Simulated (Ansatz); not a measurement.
The starting structures come from a database of crystals and need not be the phases stable at ambient conditions.

By PBEsol, the system below comes out a metal.

A figure of merit of an interconnect metal is its ballistic conductance per area.

Consider the following.

```xyz
2
Lattice="4.2179 0.0000 0.0000 -2.1089 3.6528 0.0000 2.1089 1.2176 1.7736" Properties=species:S:1:pos:R:3 pbc="T T T"
Al     0.0000     0.0000     0.0000
Ru     0.0000     2.4352     0.8868
```

The cell is strained (lengths along the current scaled by 1.03, ions clamped); by PBEsol it stands under a pressure of -7.1 GPa.

The current flows along the normal of the first two printed cell vectors, the (111) (indices of the unstrained crystal) plane of the conventional cell. No spin-orbit coupling; the value is a mean over 0.1 eV about the Fermi level.

Question: State the ballistic conductance per area according to PBEsol (Ansatz, a quantum-chemistry and plane-wave program).

Answer: 1.3 × 10¹⁵ S/m² for both spins.
